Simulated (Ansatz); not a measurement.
The reference is SnO₂ in the rutile structure (space group P4_2/mnm, No. 136).

```yaml
crystal:
  lattice:
    - [4.82757, 0.00000, 0.00000]
    - [0.00000, 4.82757, 0.00000]
    - [0.00000, 0.00000, 3.23813]
  atoms:
    - { symbol: Sn, position: [0.00000, 0.00000, 0.00000] }
    - { symbol: Sn, position: [0.50000, 0.50000, 0.50000] }
    - { symbol: O, position: [0.30658, 0.30658, 0.00000] }
    - { symbol: O, position: [0.80658, 0.19342, 0.50000] }
    - { symbol: O, position: [0.19342, 0.80658, 0.50000] }
    - { symbol: O, position: [0.69342, 0.69342, 0.00000] }
```

Method: DFT with PBE, PAW potentials and a 420 eV plane-wave cutoff in Ansatz (a first-principles code), without spin-orbit coupling.

For the base:

The band gap is 0.68 eV and the pressure is 0.0 GPa.

It is then changed as follows: the cell is scaled by 1.0240 in all directions, atoms relaxed at fixed cell.

Q: How does this affect the energy relative to the base, band gap, largest internal atomic displacement and pressure?

A: The energy rises by 32 meV/atom; the band gap becomes zero (base: 0.68 eV); the largest internal atomic displacement is 0.014 Å; the pressure (mean of the normal stresses, compression positive) goes from zero to -10.4 GPa.

The cells carry an imposed strain or load. Stability against distortions was not tested. All final runs are without spin polarisation. The zero or small gap of SnO2 under isotropic strain +2.40 % can change with the level of theory.
